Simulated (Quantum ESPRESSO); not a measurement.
Worked example: self-consistent single point of Mg14GaCo (Amm2, 16 atoms in the cell) in Quantum ESPRESSO.

Level of theory: PBEsol, SSSP 1.1.2 efficiency (PBE) pseudopotentials (plane waves; Quantum ESPRESSO).

The change in words: lattice scaled by 0.985. Reference geometry:
```
Mg14GaCo
1.0
    9.92583     0.00000     0.00000
    0.00000     3.13777     5.39152
    0.00000    -3.13777     5.39152
Mg Ga Co
14 1 1
Direct
  0.00000   0.16484   0.16484
  0.00000   0.66405   0.66405
  0.50000   0.15227   0.64955
  0.50000   0.64955   0.15227
  0.00000   0.17059   0.66623
  0.00000   0.66623   0.17059
  0.27630   0.33226   0.84688
  0.72370   0.84688   0.33226
  0.72370   0.33226   0.84688
  0.27630   0.84688   0.33226
  0.25742   0.32970   0.32970
  0.74258   0.32970   0.32970
  0.24794   0.83389   0.83389
  0.75206   0.83389   0.83389
  0.50000   0.67045   0.67045
  0.50000   0.17653   0.17653
```

Reference input (self-consistent single point, DFT, PBEsol, plane waves, SSSP 1.1.2 efficiency (PBE) pseudopotentials): ecutwfc = 70 Ry; ecutrho = 560 Ry; occupations = smearing; smearing = methfessel-paxton; degauss = 0.0147 Ry; input_dft = pbesol; K_POINTS = automatic 2 4 4 0 0 0; conv_thr = 1e-10 Ry; mixing_beta = 0.4. This run's input differs from it in these lines:

```diff
@@ -28,5 +28,5 @@
 CELL_PARAMETERS {angstrom}
-   9.9258300000     0.0000000000     0.0000000000
-   0.0000000000     3.1377750000     5.3915250000
-   0.0000000000    -3.1377750000     5.3915250000
+   9.7769430000     0.0000000000     0.0000000000
+   0.0000000000     3.0907080000     5.3106520000
+   0.0000000000    -3.0907080000     5.3106520000
 ATOMIC_POSITIONS {crystal}
```

The program printed (abridged):

```
     Self-consistent Calculation

     iteration #  1     ecut=    70.00 Ry     beta= 0.40

     total energy              =   -1029.81471848 Ry
     estimated scf accuracy    <       3.93561059 Ry

     iteration #  2     ecut=    70.00 Ry     beta= 0.40

     total energy              =   -1028.63166733 Ry
     estimated scf accuracy    <      80.86982437 Ry

     iteration #  3     ecut=    70.00 Ry     beta= 0.40

     total energy              =   -1031.51281080 Ry
     estimated scf accuracy    <       0.14568416 Ry

   [... 15 blocks of this kind left out ...]

     iteration # 19     ecut=    70.00 Ry     beta= 0.40

     total energy              =   -1031.64307413 Ry
     estimated scf accuracy    <          1.4E-10 Ry

     iteration # 20     ecut=    70.00 Ry     beta= 0.40
     End of self-consistent calculation

     the Fermi energy is     4.7514 ev

!    total energy              =   -1031.64307413 Ry
     estimated scf accuracy    <          1.3E-11 Ry
     smearing contrib. (-TS)   =      -0.00030314 Ry
     internal energy E=F+TS    =   -1031.64277099 Ry

     convergence has been achieved in  20 iterations

     Forces acting on atoms (cartesian axes, Ry/au):

     atom    1 type  1   force =     0.00000000   -0.00000000   -0.00009199
     atom    2 type  1   force =     0.00000000    0.00000000   -0.00067073
     atom    3 type  1   force =     0.00000000    0.00034725   -0.00037900
     atom    4 type  1   force =     0.00000000   -0.00034725   -0.00037900
     atom    5 type  1   force =     0.00000000    0.00031431    0.00091767
   [... lines left out ...]

     Total force =     0.003631     Total SCF correction =     0.000004

          total   stress  (Ry/bohr**3)                   (kbar)     P=        9.73
   0.00004138   0.00000000   0.00000000            6.09        0.00        0.00
   0.00000000   0.00008629   0.00000000            0.00       12.69        0.00
   0.00000000   0.00000000   0.00007070            0.00        0.00       10.40

   JOB DONE.
```

The run converged in 20 iterations. Against the reference run the free energy is nearly the same (within 1 meV/atom), the pressure goes from -1.06 to 0.97 GPa and the largest force goes from 0.063 to 0.040 eV/Å. The full log also holds: “c_bands:  4 eigenvalues not converged”.

The starting cell comes from a database of computed structures (which also holds hypothetical and non-ambient phases and stackings), without a prior relaxation at this level. For this run, on top of that: lattice scaled by 0.985. Spin polarisation is off.

Cost on one core of a shared machine: roughly 20 min.
